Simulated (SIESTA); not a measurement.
Band structure of Mg₆CrSi (Amm2, 8 atoms in the cell).

```yaml
crystal:
  lattice:
    - [4.83522, 0.00000, 0.00000]
    - [0.00000, 3.10759, 5.30898]
    - [0.00000, -3.10759, 5.30898]
  atoms:
    - { symbol: Mg, position: [0.00000, 0.34485, 0.83087] }
    - { symbol: Mg, position: [0.00000, 0.83087, 0.34485] }
    - { symbol: Mg, position: [0.00000, 0.33222, 0.33222] }
    - { symbol: Mg, position: [0.50000, 0.15852, 0.66982] }
    - { symbol: Mg, position: [0.50000, 0.66982, 0.15852] }
    - { symbol: Mg, position: [0.50000, 0.16512, 0.16512] }
    - { symbol: Cr, position: [0.50000, 0.67673, 0.67673], spin: 3.0 }
    - { symbol: Si, position: [0.00000, 0.82187, 0.82187] }
```
(The spins are starting values, not results.)

Computed with LDA PW92, numerical atomic orbitals DZP, PseudoDojo LDA standard norm-conserving potentials (rewritten from UPF to PSML) in SIESTA.

Settings: XC.functional = LDA; XC.authors = PW92; potentials = PseudoDojo LDA standard; PAO.BasisSize = DZP; PAO.EnergyShift = 0.005 Ry; MeshCutoff = 350 Ry; kgrid.MonkhorstPack = 4 3 3; OccupationFunction = FD; ElectronicTemperature = 0.136 eV; Spin = polarized; DM.InitSpin = [1 +0.00, 2 +0.00, 3 +0.00, 4 +0.00, 5 +0.00, 6 +0.00, 7 +3.00, 8 +0.00]; MaxSCFIterations = 150; SCF.Mixer.Method = Pulay; SCF.Mixer.Weight = 0.1.

The starting cell comes from a database of computed structures (which also holds hypothetical and non-ambient phases and stackings), without a prior relaxation at this level. With one magnetic atom in the cell only a parallel order is possible. Values carry the incompleteness of an atom-centred basis.

Levels in eV from the Fermi level, bands 38 to 43 of the first spin channel:
```json
[
 {"point": "Γ", "38": "-1.59", "39": "-1.48", "40": "-0.85", "41": "-0.85", "42": "0.07", "43": "2.08"},
 {"point": "X", "38": "-0.83", "39": "-0.61", "40": "-0.50", "41": "0.49", "42": "0.69", "43": "0.70"},
 {"point": "S", "38": "-0.87", "39": "-0.39", "40": "-0.16", "41": "0.40", "42": "0.87", "43": "1.21"},
 {"point": "R", "38": "-1.55", "39": "-1.32", "40": "-0.93", "41": "-0.64", "42": "1.20", "43": "1.94"},
 {"point": "A", "38": "-1.55", "39": "-1.47", "40": "-0.66", "41": "0.44", "42": "0.70", "43": "0.96"},
 {"point": "Z", "38": "-1.62", "39": "-1.26", "40": "-1.07", "41": "-0.90", "42": "-0.59", "43": "0.25"},
 {"point": "Y", "38": "-0.81", "39": "-0.66", "40": "0.37", "41": "0.69", "42": "0.90", "43": "1.09"},
 {"point": "X1", "38": "-0.83", "39": "-0.61", "40": "-0.50", "41": "0.49", "42": "0.69", "43": "0.70"},
 {"point": "A1", "38": "-1.55", "39": "-1.47", "40": "-0.66", "41": "0.44", "42": "0.70", "43": "0.96"},
 {"point": "T", "38": "-1.55", "39": "-1.43", "40": "-0.97", "41": "-0.69", "42": "0.96", "43": "2.59"}
]
```

Bands cross the Fermi level along this path, so the cell is metallic at this level.

Higher empty bands are left out: an atom-centred basis made for the valence describes them poorly.

The net moment of the cell came out as 3.72 μB.
